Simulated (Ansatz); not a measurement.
# C: pressure series

Take C in the graphite type structure (space group P6_3/mmc, No. 194; a = 2.4650 Å, c = 6.7289 Å; layered, stacked along the Cartesian z axis) as the base.

Cell and atoms are relaxed at each pressure.

The values are results of PBE-D3(BJ) (Ansatz, a quantum-chemistry and plane-wave program; PAW; 420 eV plane waves; no spin-orbit coupling), earlier PAW set, not measurements.

Two rows of this table had their results exchanged by mistake.

```csv
pressure,volume per atom (Å³),shortest distance (Å),band gap
pressure −1 GPa,9.21,1.424,zero
pressure 0.3 GPa,8.78,1.423,zero
pressure 0.7 GPa,8.68,1.422,zero
pressure 1.5 GPa,8.53,1.421,zero
pressure 3 GPa,8.29,1.420,zero
pressure 5 GPa,7.65,1.414,zero
pressure 7.5 GPa,7.83,1.416,zero
pressure 10 GPa,8.06,1.418,zero
```

### Question
Which two?

### Answer
The rows for pressure 5 GPa and pressure 10 GPa: the volume has to fall steadily with pressure, so 8.06 Å³ belongs to pressure 5 GPa and 7.65 Å³ to pressure 10 GPa.

The mesh was chosen for an insulator and is coarse for the gapless case. Load acts through the strain it causes; cell and atoms are relaxed under it. Whether these cells are dynamically stable was not tested. Competing high-pressure phases were not computed.
